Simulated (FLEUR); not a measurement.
Worked example: self-consistent single point of Ag2O (Pn-3m, 6 atoms in the cell) in FLEUR.

Level of theory: PBE, all-electron FLAPW (FLEUR), scalar-relativistic valence.

The change in words: lattice scaled by 0.98. Reference geometry:
```
Ag2O
1.0
    4.84352     0.00000     0.00000
    0.00000     4.84352     0.00000
    0.00000     0.00000     4.84352
Ag O
4 2
Direct
  0.75000   0.25000   0.75000
  0.25000   0.75000   0.75000
  0.75000   0.75000   0.25000
  0.25000   0.25000   0.25000
  0.00000   0.00000   0.00000
  0.50000   0.50000   0.50000
```

Reference input (self-consistent single point, DFT, PBE, all-electron FLAPW (FLEUR), scalar-relativistic valence): Kmax = 4.5 1/bohr; GmaxXC = 18 1/bohr; xcFunctional = pbe; jspins = 1; l_soc = F; mode = hist; fermiSmearingEnergy = 0.00183747 Htr; mesh (inpgen div1-3) = 5 5 5; inpgen gamma flag = false; Gmax = 18 1/bohr; numbands = 0; maxIterBroyd = 15. This run's input differs from it in these lines:

```diff
@@ -3,5 +3,5 @@
 &input film=f /
-9.1529262791 0.0000000000 0.0000000000
-0.0000000000 9.1529262791 0.0000000000
-0.0000000000 0.0000000000 9.1529262791
+8.9698685095 0.0000000000 0.0000000000
+0.0000000000 8.9698685095 0.0000000000
+0.0000000000 0.0000000000 8.9698685095
 1.0
@@ -47,5 +47,5 @@
          <bravaisMatrix>
-            <row-1>    9.1529262791000008     0.0000000000000000     0.0000000000000000</row-1>
-            <row-2>    0.0000000000000000     9.1529262791000008     0.0000000000000000</row-2>
-            <row-3>    0.0000000000000000     0.0000000000000000     9.1529262791000008</row-3>
+            <row-1>    8.9698685094999995     0.0000000000000000     0.0000000000000000</row-1>
+            <row-2>    0.0000000000000000     8.9698685094999995     0.0000000000000000</row-2>
+            <row-3>    0.0000000000000000     0.0000000000000000     8.9698685094999995</row-3>
          </bravaisMatrix>
```

Output (repeated stretches shortened):

```
 Iteration:     1   Distance:      19.08976283 me/bohr^3
 Iteration:     2   Distance:      15.84073127 me/bohr^3
 Iteration:     3   Distance:       7.00187010 me/bohr^3
 Iteration:     4   Distance:       7.72636589 me/bohr^3
 Iteration:     5   Distance:       1.45932809 me/bohr^3
   [... 9 lines left out ...]
 Iteration:    15   Distance:       0.00002999 me/bohr^3
 Iteration:    16   Distance:       0.00002562 me/bohr^3
 Iteration:    17   Distance:       0.00001131 me/bohr^3
 Iteration:    18   Distance:       0.00000432 me/bohr^3
 Run finished successfully
 Stop message:
   Structural relaxation: Done

[file out, last iteration]
             iter=     19
[...]
          total density-effective poten   -3.5212972862E+04
          total charge density-energy d   -6.1495946503E+02
 Updated energy parameters for spin:           1
[...]
 fermi energy and band-weighting factors:
   [... 5 lines left out ...]

[...]
FERMIE:
          first approx. to ef    (T=0)  :   0.217716 htr   (energy of the highest occ. eigenvalue)
          number of occ. states  (T=0)  :        400
          first approx. to seigv (T=0)  : -39.874135 htr
          sum of weights of occ. states :  40.000000
          sum of semicore charge        :   0.000000 e
FERHIS:  Fermi-Energy by histogram:
          bandgap                     :   0.000138 htr
   [... lines left out ...]
          charge neutrality (T=0)     :   0.000000    (zero if the highest occ. eigenvalue is "entirely" occupied)
     EF_NEWTON:  Adjust Fermi-Energy by Newton-Method.
 Direct bandgap for spin            1 :    2.1182752969983620E-002  Htr
 ---->    free energy=                    -21419.5956731032 htr
   [... lines left out ...]
      extrapolation for T->0
 ---->    total electron energy=          -21419.5956240838 htr
 ***** TOTAL FORCES ON ATOMS *****
 TOTAL FORCE FOR ATOM TYPE=  1  X=  4.485   Y=  0.000   Z=  4.485
                       FX_TOT= 0.000000 FY_TOT= 0.000000 FZ_TOT= 0.000000
 TOTAL FORCE FOR ATOM TYPE=  2  X= -2.242   Y= -2.242   Z= -2.242
                       FX_TOT= 0.000000 FY_TOT= 0.000000 FZ_TOT= 0.000000
 Structural relaxation: Done
```

The run converged in 18 iterations. FLEUR gives forces in its relaxation mode, with a further iteration, so its stop message speaks of a relaxation. Against the reference run the free energy goes up by 6.5 meV/atom.

The starting cell has typed, rounded lattice constants, without a prior relaxation at this level. Its lattice was rescaled by a random factor within 2.5 % of one. For this run, on top of that: lattice scaled by 0.98. Values depend on the basis (sphere radii, cutoffs, local orbitals), which need not be converged. No gap is read from this output. The log's line on a gap gives a spacing of levels on this mesh, which the program prints for metals too.

Cost on one core of a shared machine: roughly 3 min.
